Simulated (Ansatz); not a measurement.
MgAu (Pm-3m), Ansatz (a program for electronic structure) with PBEsol, DFPT electron-phonon coupling, linearised Boltzmann equation: phonon-limited resistivity 5.73 μΩ·cm at 300 K, 7.70 μΩ·cm at 400 K, current-weighted mean free path 16.6 nm, Drude plasma energy 8.78 eV.

Problem. What Drude relaxation time do resistivity and plasma energy imply?

Solution. ω_p = 1.33e16 s⁻¹, so τ = 1/(ε₀ ω_p² ρ) = 11.1 fs, a damping ħ/τ of 59.4 meV.

Problem. What is the classical skin depth at 100 GHz (nonmagnetic, μ₀ = 1.257×10⁻⁶ H/m)?

Solution. δ = √(ρ/(π f μ₀)) = 381 nm.

Problem. Estimate the electronic thermal conductivity at 300 K by the Wiedemann-Franz law (L₀ = 2.44×10⁻⁸ W·Ω/K²).

Solution. L₀T/ρ = 2.44×10⁻⁸ × 300/(5.73×10⁻⁸) = 128 W/(m·K). Inelastic scattering puts the true Lorenz number somewhat under L₀ near and below the Debye temperature.

A metal at this level (no band gap). Only scattering by harmonic phonons is included (no impurities, grain boundaries, electron-electron scattering or thermal expansion). Spin-orbit coupling is left out, which matters with elements this heavy. The squared frequency of the phonon mode least converged on the k mesh is uncertain by about 12 %. Halving the electron mesh (28x28x28) moves the resistivity by up to 7 % at 300 K, the mean free path by up to 3 %. Smearing 0.20 eV; phonons on a 4x4x4 q mesh, which this run doesn't test.

Formula and space group known from diffraction (Crystallography Open Database), not checked to be the room-temperature form: MgAu (Pm-3m).
